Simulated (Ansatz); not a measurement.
W: response to strain

The parent structure is W in the bcc (W type) structure (space group Im-3m, No. 229; a = 3.1688 Å; relaxed with 0.1 eV smearing). Axes: x, y, z lie along the cube axes.

Strains are applied to the cell and any free atomic positions relax; under biaxial strain the out-of-plane vector relaxes too.

All numbers come from r2SCAN, PAW, 500 eV (Ansatz, a program for electronic structure; no SOC).

Notes on the quantities. energy relative to the base: free energy F.

```csv
"biaxial strain, plane normal [111], relaxed out of plane (%)",energy relative to the base (meV/atom)
-2.5,35.6
-2.08,24.5
-1.67,15.7
-1.25,8.7
-0.83,3.8
-0.42,?
0,0.0
```

### Question
Fit ΔE = Aε² + Bε³ (ε in %) to the rows shown and predict the withheld row.

### Answer
Least squares on the printed values gives A = 5.47 and B = -0.091 meV/atom (largest residual 0.0 meV/atom); this predicts 1.0 meV/atom, and the run gives 1.0 meV/atom, in agreement.

Whether these cells are dynamically stable was not tested. The final runs are not spin-polarised.
